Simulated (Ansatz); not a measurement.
**What 7 layers does to Mo**

Base system: Mo in the bcc (W type) structure (space group Im-3m, No. 229; a = 3.130 Å). Axes: x, y, z lie along the cube axes.

It is then changed as follows: a free-standing slab of 7 layers (7 atoms, 1 a layer) is cut normal to [110], with 15 Å of vacuum and the in-plane cell held at bulk.

All numbers come from PBEsol, PAW, 420 eV (Ansatz, a program for electronic structure; no spin-orbit coupling). Settings: 18×18×1 k-points, 0.05 eV Fermi–Dirac smearing, for the changed cell.

The shortest interatomic distance falls by 0.085 Å, from 2.710 Å to 2.625 Å and the band gap is still zero. The excess energy per area of both faces (slab less bulk energy over the cell's area: twice a surface energy) amounts to 6.2 J/m² (uncertain by up to 0.2 J/m²) and the thickness between the outermost nuclei comes out as 13.08 Å.

The excess energy carries the mismatch between the slab's and the bulk's meshes. No phonon test of stability was made. The final runs are not spin-polarised.
